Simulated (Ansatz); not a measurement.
What uniaxial stress, 8 GPa compression along z does to MgTe

Start from MgTe in the zinc blende structure (space group F-43m, No. 216; a = 6.438 Å). Axes: x, y, z lie along the cube axes.

Perturbation: uniaxial stress, 8 GPa compression along z, with the cell and atoms free to relax against it.

All numbers come from DFT with PBEsol, PAW potentials and a 420 eV plane-wave cutoff in Ansatz (a quantum-chemistry and plane-wave program), without spin-orbit coupling, earlier PAW set. Settings: 9×9×9 k-points, 0.05 eV Fermi–Dirac smearing.

The space group becomes I-4m2 (No. 119) (base: F-43m (No. 216)) and the shortest interatomic distance grows by 0.080 Å, from 2.788 Å to 2.868 Å. The energy grows by 0.364 eV/atom and the band gap goes from 2.35 eV to zero. The strain response (xx, yy, zz) amounts to (+20.58, +20.58, −48.42) % (rough).

The mesh was chosen for an insulator and is coarse for the gapless case. Without a gap, meshes like the base's 9×9×9 leave anisotropic stresses uncertain by several tenths of a GPa, and small strain energies with them. With Te present, leaving out spin-orbit coupling can change the band edges. Beyond what the load breaks, stability against distortions was not tested. All final runs are without spin polarisation. Under uniaxial stress, 8 GPa compression along z the cell changed shape so far that it is another structure.
